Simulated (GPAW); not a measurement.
```
CELL_PARAMETERS angstrom
      0.00000     5.98624     5.98624
      5.98624     0.00000     5.98624
      5.98624     5.98624     0.00000
ATOMIC_POSITIONS crystal
  K  0.75000 0.75000 0.75000
  K  0.25000 0.25000 0.25000
  Sb 0.00000 0.00000 0.00000
  Au 0.50000 0.50000 0.50000
  I  0.74683 0.25317 0.25317
  I  0.25317 0.74683 0.74683
  I  0.25317 0.74683 0.25317
  I  0.74683 0.25317 0.74683
  I  0.25317 0.25317 0.74683
  I  0.74683 0.74683 0.25317
```

Computed with PBEsol, GPAW PAW datasets PBEsol (made by gpaw-setup) (plane waves; GPAW 25.7.0).

The set-up and first iterations of a GPAW log for K2SbAuI6 (Fm-3m, 10 atoms in the cell):

```
Input parameters:
  convergence: {bands: all,
                density: 1e-05,
                energy: 1e-05}
  kpts: [4 4 4]
  maxiter: 120
  mode: {ecut: 600,
         name: pw}
  nbands: -14
  occupations: {name: fermi-dirac,
                width: 0.1}
  symmetry: {symmorphic: False,
             tolerance: 0.0005}
  xc: PBEsol

species:
  K:
    name: Potassium
    Z: 19.0
    valence: 9
    core: 10
    charge: 0.0
    file: K.PBEsol.gz

    # Using partial waves for K as LCAO basis

  Sb:
    name: Antimony
    Z: 51.0
    valence: 15
    core: 36
    charge: 0.0
    file: Sb.PBEsol.gz

    # Using partial waves for Sb as LCAO basis

  Au:
    name: Gold
    Z: 79.0
    valence: 11
    core: 68
    charge: 0.0
    file: Au.PBEsol.gz

    # Using partial waves for Au as LCAO basis

  I:
    name: Iodine
    Z: 53.0
    valence: 7
    core: 46
    charge: 0.0
    file: I.PBEsol.gz

    # Using partial waves for I as LCAO basis

   [... lines left out ...]
Number of valence electrons: 86
Bands to converge: all

Density initialized from atomic densities
  52 bands from LCAO basis set
  5 bands from random numbers

Atomic positions and initial magnetic moments

Positions:
   0 K      8.979360    8.979360    8.979360    ( 0.0000,  0.0000,  0.0000)
   1 K      2.993120    2.993120    2.993120    ( 0.0000,  0.0000,  0.0000)
   2 Sb     0.000000    0.000000    0.000000    ( 0.0000,  0.0000,  0.0000)
   3 Au     5.986240    5.986240    5.986240    ( 0.0000,  0.0000,  0.0000)
   4 I      3.031073    5.986240    5.986240    ( 0.0000,  0.0000,  0.0000)
   5 I      8.941407    5.986240    5.986240    ( 0.0000,  0.0000,  0.0000)
   6 I      5.986240    3.031073    5.986240    ( 0.0000,  0.0000,  0.0000)
   7 I      5.986240    8.941407    5.986240    ( 0.0000,  0.0000,  0.0000)
   8 I      5.986240    5.986240    3.031073    ( 0.0000,  0.0000,  0.0000)
   9 I      5.986240    5.986240    8.941407    ( 0.0000,  0.0000,  0.0000)

Unit cell:
           periodic     x           y           z      points  spacing
  1. axis:    yes    0.000000    5.986240    5.986240    48     0.1440
  2. axis:    yes    5.986240    0.000000    5.986240    48     0.1440
  3. axis:    yes    5.986240    5.986240    0.000000    48     0.1440

  Lengths:   8.465822   8.465822   8.465822
  Angles:   60.000000  60.000000  60.000000

Effective grid spacing dv^(1/3) = 0.1571
     iter     time        total  log10-change:
                         energy   eigst   dens
iter:   1 --:--:--   -28.895027   +1.63
iter:   2 --:--:--   -28.797361   +0.54  -1.36
iter:   3 --:--:--   -28.218126   -0.02  -1.39
iter:   4 --:--:--   -28.285512   -0.29  -1.56
iter:   5 --:--:--   -28.145444   -0.59  -1.77
iter:   6 --:--:--   -28.154842   -0.77  -1.92
iter:   7 --:--:--   -28.124172   -0.95  -2.31
iter:   8 --:--:--   -28.122582   -1.23  -2.57
iter:   9 --:--:--   -28.122794   -1.44  -2.61
iter:  10 --:--:--   -28.121171   -1.59  -2.84
iter:  11 --:--:--   -28.121127   -1.64  -3.23
iter:  12 --:--:--   -28.121119c  -1.71  -3.27
iter:  13 --:--:--   -28.121040c  -1.83  -3.53
iter:  14 --:--:--   -28.121000c  -1.97  -3.59
iter:  15 --:--:--   -28.120992c  -2.10  -3.75
iter:  16 --:--:--   -28.120993c  -2.26  -4.10
iter:  17 --:--:--   -28.120993c  -2.38  -4.50
iter:  18 --:--:--   -28.120993c  -2.52  -4.56
iter:  19 --:--:--   -28.120994c  -2.60  -4.76
iter:  20 --:--:--   -28.120994c  -2.55  -4.91
iter:  21 --:--:--   -28.120994c  -2.72  -5.01c
iter:  22 --:--:--   -28.120994c  -2.82  -5.13c
iter:  23 --:--:--   -28.120993c  -2.94  -5.24c
iter:  24 --:--:--   -28.120993c  -2.98  -5.27c
iter:  25 --:--:--   -28.120993c  -3.08  -5.39c
```

Task: Will this run converge, and how will it end?

Result: The run ended unconverged after 120 iterations. It gives no final result for the task that was set. Warnings to mind: Note: your k-points are not as symmetric as your crystal!. The log goes on:

```
   [... 91 lines left out ...]
iter: 117 --:--:--   -28.120993c  -4.96  -14.59c
iter: 118 --:--:--   -28.120993c  -4.97  -14.59c
iter: 119 --:--:--   -28.120993c  -4.87  -14.58c
iter: 120 --:--:--   -28.120993c  -4.90  -14.56c

Did not converge!

Here are some tips:

1) Make sure the geometry and spin-state is physically sound.
2) Use less aggressive density mixing.
3) Solve the eigenvalue problem more accurately at each scf-step.
4) Use a smoother distribution function for the occupation numbers.
5) Try adding more empty states.
6) Use enough k-points.
7) Don't let your structure optimization algorithm take too large steps.
8) Solve the Poisson equation more accurately.
9) Better initial guess for the wave functions.

See details here:

    https://gpaw.readthedocs.io/documentation/convergence.html
Traceback (most recent call last):
   [... frames left out ...]
gpaw.KohnShamConvergenceError: Did not converge!  See text output for help.
```

The starting cell comes from a database of computed structures (which also holds hypothetical and non-ambient phases and stackings), without a prior relaxation at this level. Spin-orbit coupling is off.

The run was DFT PBEsol, plane waves, GPAW PAW datasets PBEsol (made by gpaw-setup). Main settings of its input:

- mode = pw
- ecut = 600 eV
- xc = PBEsol
- kpts = 4 4 4
- mesh shift (steps) = 0.5 0.5 0.5
- occupations.name = fermi-dirac
- occupations.width = 0.1 eV
- nbands = -14
- convergence.density = 1e-05 e/electron
- convergence.energy = 1e-05 eV/electron
- convergence.bands = all
- symmetry.symmorphic = false
